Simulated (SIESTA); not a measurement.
Worked example: self-consistent single point of Mg₂Zn (P1, 6 atoms in the cell) in SIESTA.

Level of theory: LDA PW92, numerical atomic orbitals DZP, PseudoDojo LDA standard norm-conserving potentials (rewritten from UPF to PSML) run with SIESTA.

```xyz
6
Lattice="5.8008 -1.5319 0.0000 5.8008 1.5319 0.0000 -1.9158 0.0000 6.7335" Properties=species:S:1:pos:R:3 pbc="T T T"
Mg     7.8221    -0.0031     1.0515
Mg     1.8649    -0.0180     5.6919
Mg    10.8656     0.0499     1.4889
Mg    -1.1709     0.0025     5.2454
Zn     3.2318    -0.0324     3.1944
Zn     6.4438     0.0011     3.5286
```

Reference input (self-consistent single point, DFT, LDA PW92, numerical atomic orbitals DZP, PseudoDojo LDA standard norm-conserving potentials (rewritten from UPF to PSML)): XC.functional = LDA; XC.authors = PW92; potentials = PseudoDojo LDA standard; PAO.BasisSize = DZP; PAO.EnergyShift = 0.01 Ry; MeshCutoff = 400 Ry; kgrid.MonkhorstPack = 11 11 5; OccupationFunction = MP; OccupationMPOrder = 1; ElectronicTemperature = 50 meV; MaxSCFIterations = 150; SCF.Mixer.Method = Broyden. This run's input differs from it in these lines:

```diff
@@ -32,5 +32,5 @@
 %block kgrid.MonkhorstPack
-   11   0   0  0.0
-    0  11   0  0.0
-    0   0   5  0.0
+   27   0   0  0.0
+    0  27   0  0.0
+    0   0  12  0.0
 %endblock kgrid.MonkhorstPack
```

The program printed (abridged):

```
        iscf     Eharris(eV)        E_KS(eV)     FreeEng(eV)     dDmax    Ef(eV) dHmax(eV)
   scf:    1   -17473.159012   -17702.748727   -17702.748481  2.437099 -0.706146 59.599037
   scf:    2   -17752.847515   -17798.577673   -17798.577678  2.803462 -2.313299 14.315876
   scf:    3   -17819.579289   -17812.972265   -17812.972359  1.181603 -2.155815  2.778621
   scf:    4   -17813.591621   -17813.449271   -17813.449277  0.230522 -2.164384  1.376863
   scf:    5   -17813.464625   -17813.461970   -17813.461955  0.038893 -2.224947  0.489919
   [... 6 lines left out ...]
   scf:   12   -17813.468486   -17813.468486   -17813.468482  0.000057 -2.245309  0.000566
   scf:   13   -17813.468486   -17813.468486   -17813.468482  0.000030 -2.245411  0.000365
   scf:   14   -17813.468486   -17813.468486   -17813.468482  0.000016 -2.245478  0.000238
   scf:   15   -17813.468486   -17813.468486   -17813.468482  0.000009 -2.245522  0.000184
SCF Convergence by DM+H criterion
max |DM_out - DM_in|         :     0.0000089571
max |H_out - H_in|      (eV) :     0.0001836162
SCF cycle converged after 15 iterations

Using DM_out to compute the final energy and forces

siesta: E_KS(eV) =           -17813.4685

siesta: E_KS - E_eggbox =    -17813.4685

siesta: Atomic forces (eV/Ang):
     1   -0.146455   -0.006053    0.022967
     2    0.157970    0.058875   -0.083899
     3    0.030319   -0.127043    0.147109
     4   -0.073575   -0.034616   -0.163868
     5   -0.276636    0.083372    0.092848
     6    0.308173    0.026106   -0.016379
   Tot   -0.000205    0.000641   -0.001221
   Max    0.308173
   Res    0.132844    sqrt( Sum f_i^2 / 3N )
   Max    0.308173    constrained

   [... lines left out ...]
siesta: FreeEng =    -17813.468482
   [... lines left out ...]
siesta:     0.034427    0.000324    0.000391
siesta:     0.000324    0.032829   -0.000520
siesta:     0.000391   -0.000520    0.031763

siesta: Cell volume =        119.669787 Ang**3

siesta: Pressure (static):
siesta:                Solid            Molecule  Units
siesta:          -0.00035948         -0.00035330  Ry/Bohr**3
siesta:          -0.03300622         -0.03243865  eV/Ang**3
siesta:         -52.88179037        -51.97244094  kBar
```

The run converged in 15 iterations. Against the reference run the free energy goes up by 3.4 meV/atom, the pressure moves little (-5.32 to -5.29 GPa) and the largest force goes from 0.328 to 0.310 eV/Å.

The starting cell comes from a database of computed structures (which also holds hypothetical and non-ambient phases and stackings), without a prior relaxation at this level. Its atoms were displaced at random from the sites of space group no. 12. Values carry the incompleteness of an atom-centred basis. With a pressure of about -5 GPa the cell is away from its equilibrium volume at this level.

Cost on one core of a shared machine: roughly 7 min.
